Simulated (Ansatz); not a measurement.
System: L1₂ (Cu3Au-type) Al₃Sc. Method: HSE06 (Ansatz, an electronic-structure program, PAW).

Run with plane-wave cutoff 500 eV, 6×6×6 k mesh, Fermi–Dirac smearing 0.1 eV, scalar-relativistic PAW data made under PBE.

Computed at the level's own relaxed cell.

Task: Estimate the volume per atom and equilibrium lattice constant a that the calculation returns.

Result: 
- volume per atom: 17.14 Å³/atom
- equilibrium lattice constant a: 4.093 Å

Measured, for comparison: equilibrium volume per atom 17.27 Å³/atom, lattice constant a 4.103 Å (room temperature, no zero-point or thermal correction; as tabulated in A Combined Experimental and First-Principles Based Assessment of …). Computed (rounded) less measured: equilibrium volume per atom -0.8 %, lattice constant a -0.2 %. A static lattice is as a rule a little smaller and stiffer than an uncorrected measurement, which narrows the difference in the equilibrium volume per atom and would widen misses of the other sign.

Note: exact exchange on metals is sensitive to the k mesh and can open a false gap; the run warned that the count of filled bands differs between k points.

Static lattice: no zero-point or thermal effects.
